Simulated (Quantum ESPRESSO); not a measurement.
Habitual settings against a tight run: CaIn2Cu (P2_1/m, 8 atoms in the cell)

Self-consistent single point.

```
CELL_PARAMETERS angstrom
      4.46438     0.00000     0.00000
      0.00000     7.44128     0.00000
     -2.21936     0.00000     5.41554
ATOMIC_POSITIONS crystal
  Ca 0.06765 0.75000 0.63502
  Ca 0.93235 0.25000 0.36498
  In 0.35568 0.94853 0.21161
  In 0.64432 0.05147 0.78839
  In 0.64432 0.44853 0.78839
  In 0.35568 0.55147 0.21161
  Cu 0.78648 0.75000 0.07055
  Cu 0.21352 0.25000 0.92945
```

Level of theory: PBEsol, PSlibrary ultrasoft (PBE) pseudopotentials (plane waves; Quantum ESPRESSO).

Base settings: ecutwfc = 50 Ry; ecutrho = 300 Ry; occupations = smearing; smearing = cold; degauss = 0.0147 Ry; input_dft = pbesol; K_POINTS = automatic 4 3 3 0 0 0; conv_thr = 1e-10 Ry; mixing_beta = 0.5.

Tight run (finer mesh or higher cutoff; not a proven limit): ecutwfc: 50 Ry → 70 Ry; ecutrho: 300 Ry → 420 Ry; conv_thr: 1e-10 Ry → 7.3e-11 Ry; K_POINTS: automatic 4 3 3 0 0 0 → automatic 6 5 5 0 0 0. It gave Fermi level (on the code's own zero) 10.15 eV; pressure -2.25 GPa; largest force (vector length) 0.030 eV/Å.

Quick runs, as changes from the base:
- A: the base itself
- B: ecutwfc: 50 Ry → 40 Ry; ecutrho: 300 Ry → 240 Ry; smearing: cold → fd; degauss: 0.0147 Ry → 0.0099958 Ry; conv_thr: 1e-10 Ry → 7.3e-05 Ry; K_POINTS: automatic 4 3 3 0 0 0 → automatic 2 2 2 0 0 0
- C: ecutwfc: 50 Ry → 25 Ry; ecutrho: 300 Ry → 150 Ry; K_POINTS: automatic 4 3 3 0 0 0 → automatic 4 4 4 0 0 0
- D: ecutwfc: 50 Ry → 33 Ry; ecutrho: 300 Ry → 198 Ry; input_dft: pbesol → default; pseudopotentials: {Ca: Ca.pbe-spn-rrkjus_psl.1.0.0.UPF, In: In.pbe-dn-rrkjus_psl.1.0.0.UPF, Cu: Cu.pbe-dn-rrkjus_psl.1.0.0.UPF} → {Ca: Ca.pz-spn-rrkjus_psl.1.0.0.UPF, In: In.pz-dn-rrkjus_psl.1.0.0.UPF, Cu: Cu.pz-dn-rrkjus_psl.1.0.0.UPF}; K_POINTS: automatic 4 3 3 0 0 0 → automatic 1 1 1 0 0 0 [LDA (PZ)]

Energies are extrapolated to zero smearing width, which holds to low order in the width alone (under cold and Methfessel-Paxton smearing the free energy itself is taken).

Dashes: pressure of B, not trusted under this conv_thr with d or f elements; energy of D, another energy zero.

† marks runs with another functional, U, potentials or spin treatment: their distance from the tight run is not a convergence error alone.

The count of work is k-points × plane waves × bands × iterations; it is no time. Core times come from one kind of shared machine and are given to one figure; runs under 30 s give none.

The starting cell comes from a database of computed structures (which also holds hypothetical and non-ambient phases and stackings), without a prior relaxation at this level. Its lattice was rescaled by a random factor within 2.5 % of one. Spin polarisation is off. In the base run, with a pressure of about -3 GPa the cell is away from its equilibrium volume at this level. Without a gap this mesh is coarse (it stands for a supercell whose shortest vector is 18 Å).

| run | energy less tight (meV/atom) | pressure less tight (GPa) | largest miss in a force vector (eV/Å) | count of work / tight | core time / tight (rough) |
|---|---|---|---|---|---|
| A | 44.1 | -1.22 | 0.078 | 0.15 | 0.2 |
| B | 64.5 | – | 0.356 | 0.033 | 0.06 |
| C | 5439.7 | -215.50 | 0.053 | 0.13 | 0.1 |
| D† | – | -14.87 | 1.294 | 0.0062 | 0.03 |

Among the runs at the tight run's level, the energy misses run from 44.1 to 5439.7 meV/atom.

Left out of this page: 2 runs of the series outside the window shown, repeating another row's setting, or not comparable.
